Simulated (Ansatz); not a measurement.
Start from LaP in the CsCl type structure (space group Pm-3m, No. 221; a hypothetical phase, not in the database extracts checked; relaxed with 0.1 eV smearing).

```
LaP
1.0
    3.64928     0.00000     0.00000
    0.00000     3.64928     0.00000
    0.00000     0.00000     3.64928
La P
1 1
Direct
  0.00000   0.00000   0.00000
  0.50000   0.50000   0.50000
```

Cartesian axes are those of the cell as printed.

The values are results of r2SCAN (Ansatz, a first-principles code), without spin-orbit coupling, not measurements.

For the base:

```
Item       Result
--------  -------
Pressure  0.0 GPa
Band gap     zero
```

It is then changed as follows: uniaxial strain ε_xx = +3.75 %, all other strain components held at zero; the atoms relax in the strained cell.

Problem. How does this affect the energy relative to the base, pressure and band gap?

Solution. The energy grows by 17 meV/atom; the pressure (mean of the normal stresses, compression positive) goes from zero to -2.8 GPa; the band gap remains zero.

No phonon test of stability was made. The final runs are not spin-polarised.
